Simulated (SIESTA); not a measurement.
Input and output of a self-consistent single point for Se (P3_121, 3 atoms in the cell) (SIESTA).

Method of the run: GGA PBE with spin-orbit coupling, numerical atomic orbitals DZP, PseudoDojo PBE fully relativistic norm-conserving potentials (rewritten from UPF to PSML) (SIESTA 5.4.2).

```xyz
3
Lattice="4.4882 0.0000 0.0000 -2.2441 3.8869 0.0000 0.0000 0.0000 4.9604" Properties=species:S:1:pos:R:3 pbc="T T T"
Se     0.9779     0.0000     1.6535
Se    -0.4890     0.8469     3.3069
Se     1.7551     3.0399     0.0000
```

Reference input (self-consistent single point, DFT, GGA PBE, numerical atomic orbitals DZP, PseudoDojo PBE standard norm-conserving potentials (rewritten from UPF to PSML)): XC.functional = GGA; XC.authors = PBE; potentials = PseudoDojo PBE standard; PAO.BasisSize = DZP; PAO.EnergyShift = 0.01 Ry; MeshCutoff = 300 Ry; kgrid.MonkhorstPack = 5 5 4; OccupationFunction = FD; ElectronicTemperature = 20 meV; MaxSCFIterations = 150; SCF.Mixer.Method = Broyden; SCF.Mixer.Weight = 0.1. This run's input differs from it in these lines:

```diff
@@ -1,2 +1,2 @@
-# files in the folder: Se.psml (PseudoDojo PBE standard)
+# files in the folder: Se.psml (PseudoDojo PBE fully relativistic)
 SystemName  Se
@@ -34,2 +34,8 @@
 ElectronicTemperature        20.0 meV
+Spin                         spin-orbit
+%block DM.InitSpin
+  1 0.00 0.00 0.00
+  2 0.00 0.00 0.00
+  3 0.00 0.00 0.00
+%endblock DM.InitSpin
```

Log, with long lists cut:

```
        iscf     Eharris(eV)        E_KS(eV)     FreeEng(eV)     dDmax    Ef(eV) dHmax(eV)
   scf:    1    -9889.340535    -9889.396167    -9889.396167  0.259479 -2.951383  2.395825
     spin moment: {S} , |S| = {   -0.00000   -0.00000    0.00000 }     0.00000
   scf:    2    -9889.624255    -9889.513645    -9889.513645  0.011210 -2.569511  2.043071
     spin moment: {S} , |S| = {    0.00000    0.00000   -0.00000 }     0.00000
   scf:    3    -9889.924306    -9889.783571    -9889.783571  0.056768 -3.563988  0.169883
     spin moment: {S} , |S| = {   -0.00000    0.00000   -0.00000 }     0.00000
   [... lines left out ...]
     spin moment: {S} , |S| = {   -0.00000    0.00000   -0.00000 }     0.00000
   scf:    7    -9889.787240    -9889.787245    -9889.787245  0.000355 -3.410946  0.004183
     spin moment: {S} , |S| = {    0.00000   -0.00000   -0.00000 }     0.00000
   scf:    8    -9889.787243    -9889.787249    -9889.787249  0.000274 -3.410605  0.000825
     spin moment: {S} , |S| = {   -0.00000   -0.00000    0.00000 }     0.00000
   scf:    9    -9889.787248    -9889.787249    -9889.787249  0.000019 -3.410745  0.000744
     spin moment: {S} , |S| = {   -0.00000    0.00000   -0.00000 }     0.00000
SCF Convergence by DM+H criterion
max |DM_out - DM_in|         :     0.0000193510
max |H_out - H_in|      (eV) :     0.0007443508
SCF cycle converged after 9 iterations

Using DM_out to compute the final energy and forces

siesta: E_KS(eV) =            -9889.7872

siesta: E_KS - E_eggbox =     -9889.7872

siesta: Atomic forces (eV/Ang):
     1    2.270075    0.000171    0.000109
     2   -1.134890    1.966028   -0.000108
     3   -1.135189   -1.966206   -0.000001
   Tot   -0.000004   -0.000007    0.000000
   Max    2.270075
   Res    1.310687    sqrt( Sum f_i^2 / 3N )
   Max    2.270075    constrained

Stress tensor Voigt[x,y,z,yz,xz,xy] (kbar):      -56.92      -56.36     -113.05        0.00       -0.00        0.48
(Free)E + p*V (eV/cell)    -9885.7125
Target enthalpy (eV/cell)    -9889.7872

   [... lines left out ...]
siesta: FreeEng =     -9889.787249
   [... lines left out ...]
siesta:    -0.035528    0.000302   -0.000002
siesta:     0.000302   -0.035179    0.000001
siesta:    -0.000002    0.000001   -0.070560

siesta: Cell volume =         86.532760 Ang**3

siesta: Pressure (static):
siesta:                Solid            Molecule  Units
siesta:           0.00051286          0.00066095  Ry/Bohr**3
siesta:           0.04708874          0.06068589  eV/Ang**3
siesta:          75.44448419         97.22950835  kBar
```

The run converged in 9 iterations. Against the reference run the pressure goes from 7.44 to 7.54 GPa, the largest force goes from 2.257 to 2.270 eV/Å and the gap on the mesh goes from 1.274 to 1.242 eV.

The starting cell comes from a database of computed structures (which also holds hypothetical and non-ambient phases and stackings), without a prior relaxation at this level. Its lattice was rescaled by a random factor within 2.5 % of one. Values carry the incompleteness of an atom-centred basis. With a pressure of about 8 GPa the cell is away from its equilibrium volume at this level. Forces in this geometry exceed 1 eV/Å.
